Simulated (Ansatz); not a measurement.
Base system: ZnSe in the zinc blende structure (space group F-43m, No. 216; a = 5.6655 Å). Axes: x, y, z lie along the cube axes.

Calculations: Kohn–Sham DFT with the r2SCAN functional, run in Ansatz (a first-principles code) with PAW and 500 eV plane waves, spin-orbit coupling left out.

Modification: tensor shear ε_yz = +2.84 % (engineering shear γ = 0.0568); the atoms relax in the strained cell.

Question: Predict the stress tensor and what it implies for the stiffness.

Answer: Stress of the strained cell less that of the base (GPa, compression positive):
```
  -0.03    0.00    0.00
   0.00    0.08   -2.36
   0.00   -2.36    0.08
```

Then −Δσ/γ with γ = 2ε = 0.0568 gives secant stiffness values (nonlinear terms included at this strain): C44 ≈ 42 GPa.

As a check, the harmonic strain energy −½ V₀ Δσ:ε is 9.5 meV/atom; the computed energy rise is 9.5 meV/atom.

Whether these cells are dynamically stable was not tested.
